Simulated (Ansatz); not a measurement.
Here is the system:

```
CELL_PARAMETERS angstrom
      2.42887    -0.01131     0.02028
     -1.22423     2.16234     0.00891
      0.05416     0.05876     6.59440
ATOMIC_POSITIONS crystal
  C  0.99112 0.98779 0.25000
  C  0.00888 0.01221 0.75000
  C  0.32232 0.65205 0.25000
  C  0.67768 0.34795 0.75000
```

No spin polarisation.

The values are results of Kohn–Sham DFT with the PBEsol-D3(BJ) functional, run in Ansatz (an electronic-structure program) with PAW and 420 eV plane waves, spin-orbit coupling left out, earlier PAW set, not measurements. Γ-centred 15×15×5 mesh, Fermi–Dirac width 0.05 eV.

**Question.** Predict the pressure (mean of the normal stresses, compression positive).

**Answer.** -0.4 GPa.

**Question.** Estimate the space group.

**Answer.** P-1 (No. 2).

The cells carry an imposed strain or load. Stability against distortions was not tested. The cell was made from C in the graphite type structure (space group P6_3/mmc, No. 194; layered, stacked along the Cartesian z axis) by this change: strain tensor (xx, yy, zz, yz, xz, xy) = (−1.19, +1.31, +0.45, +0.90, +0.83, −0.46) %.
